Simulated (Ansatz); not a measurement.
Candidates (primitive cells; geometry: cell and atoms relaxed with PBEsol):
A. Rh (Fm-3m), a = b = c = 2.6724 Å, α = β = γ = 60.00°
B. Pt (Fm-3m), a = b = c = 2.7711 Å, α = β = γ = 60.00°
C. Cu (Fm-3m), a = 2.5204 Å, b = 2.5204 Å, c = 2.5204 Å, α = 60.00°, β = 60.00°, γ = 60.00°
D. Ir (Fm-3m), a = b = c = 2.707 Å, α = β = γ = 60.00°

Problem. Order them by density of states at the Fermi level per atom (highest first) at the level r2SCAN, rigid bands (Ansatz, a program for electronic structure).

Solution. B (1.90 states/eV), A (1.19 states/eV), D (0.84 states/eV), C (0.28 states/eV)

Metals at this level; values at 300 K, both spins, means over directions. As a rough test of the mesh, the Fermi surface's area from every second k point differs by up to 5 %. Spin-orbit coupling is left out.

The missing spin-orbit coupling matters most for Ir (Fm-3m), Pt (Fm-3m).
